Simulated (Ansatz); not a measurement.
**Short convergence ladders for a (100) slab of Li2HfO3 (cut from a parent of space group no. 12; 12 atoms in the cell)**

```
CELL_PARAMETERS angstrom
      4.18017     0.00000     0.00000
      0.00000     3.19833     0.00000
      0.00000     0.00000    21.81662
ATOMIC_POSITIONS crystal
  Li 0.00000 0.41603 0.45890
  Li 0.50000 0.38955 0.54110
  Hf 0.00000 0.88659 0.61012
  O  0.00000 0.38634 0.54835
  O  0.50000 0.41923 0.45165
  O  0.50000 0.88659 0.61012
  Li 0.50000 0.38362 0.67914
  Li 0.00000 0.42196 0.32086
  Hf 0.50000 0.91899 0.38988
  O  0.50000 0.41875 0.32810
  O  0.00000 0.38683 0.67190
  O  0.00000 0.91899 0.38988
```

Base method: PBEsol, default PAW files made with PBE (plane waves; Ansatz, a first-principles code).

Base settings: basis.ecutwfc = 420 eV; kpoints.mp_grid.grid = 6 7 1; hamiltonian.xc = pbesol; hamiltonian.pseudopotentials = {kind: paw} (the program's default PAW files); scf.occupations.method = fermi_dirac; scf.occupations.width = 0.02 eV.

The count of work is k-points × plane waves × bands × iterations; it is no time. 

**The vacuum**

The mesh stays at the base's, so the ladder's end is converged at best in this setting alone.

Only quantities that move along the ladder and can be compared are tabulated.

| vacuum between outermost atoms (Å) | free energy less the last step's (meV/atom) | largest difference of a force vector from the last step's (eV/Å) | gap on the mesh (eV) | count of work / last |
|---|---|---|---|---|
| 3.0 | -21.21 | 0.311 | 4.220 | 0.28 |
| 4.0 | -4.41 | 0.067 | 4.024 | 0.31 |
| 5.0 | -0.88 | 0.013 | 3.975 | 0.34 |
| 6.0 | -0.16 | 0.003 | 3.992 | 0.32 |
| 7.0 | -0.03 | 0.001 | 4.049 | 0.35 |
| 8.0 | -0.03 | 0.000 | 4.113 | 0.37 |
| 10.0 | -0.02 | 0.000 | 4.202 | 0.42 |
| 12.0 | 0.04 | 0.001 | 4.239 | 0.47 |
| 14.0 | 0.03 | 0.000 | 4.253 | 0.58 |
| 17.0 | 0.00 | 0.000 | 4.258 | 0.65 |
| 20.0 | 0.00 | 0.000 | 4.260 | 0.74 |
| 25.0 | 0.02 | 0.001 | 4.260 | 0.87 |
| 30.0 | 0.00 | 0.000 | 4.260 | 1.0 |

Smallest vacuum between outermost atoms (Å) that holds the free energy within 2 meV/atom of the last step, with all finer ones: 5.0, at 0.34 of the last step's count of work; the step before is off by 4.4 meV/atom.

Smallest vacuum between outermost atoms (Å) that holds the gap on the mesh within 0.05 eV of the last step, with all finer ones: 12.0; the step before is off by 0.059 eV.

Smallest vacuum between outermost atoms (Å) that holds the forces within 0.005 eV/Å of the last step, with all finer ones: 6.0, at 0.32 of the last step's count of work; the step before is off by 0.013 eV/Å.

**The plane-wave cutoff**

The mesh stays at the base's, so the ladder's end is converged at best in this setting alone.

Only quantities that move along the ladder and can be compared are tabulated.

```csv
basis.ecutwfc,free energy less the last step's (meV/atom),largest difference of a force vector from the last step's (eV/Å),gap on the mesh (eV),count of work / last
210 eV,3258.43,0.577,4.013,0.14
250 eV,1100.27,0.212,4.143,0.16
295 eV,288.48,0.091,4.238,0.21
355 eV,41.88,0.018,4.248,0.24
420 eV,4.20,0.000,4.253,0.35
505 eV,0.71,0.001,4.254,0.46
630 eV,0.33,0.000,4.254,0.65
840 eV,0.00,0.000,4.254,1.0
```

Coarsest basis.ecutwfc that holds the free energy within 5 meV/atom of the last step, with all finer ones: 420 eV, at 0.35 of the last step's count of work; the step before is off by 42 meV/atom.

Coarsest basis.ecutwfc that holds the forces within 0.01 eV/Å of the last step, with all finer ones: 420 eV, at 0.35 of the last step's count of work; the step before is off by 0.018 eV/Å.

Coarsest basis.ecutwfc that holds the gap on the mesh within 0.02 eV of the last step, with all finer ones: 295 eV, at 0.21 of the last step's count of work; the step before is off by 0.11 eV.

On the base run: the starting cell comes from a database of computed structures (which also holds hypothetical and non-ambient phases and stackings), without a prior relaxation at this level. The slab is cut from that crystal, and its faces are unrelaxed. Its lattice was rescaled by up to half a per cent. Spin-orbit coupling is off. Spin polarisation is off, though cut faces can carry moments; a gap of a slab can lie between surface states. Another mesh or the band path of this cell gives a smaller gap, so this value is not converged in the mesh.

Keys are those of Ansatz 0.2.
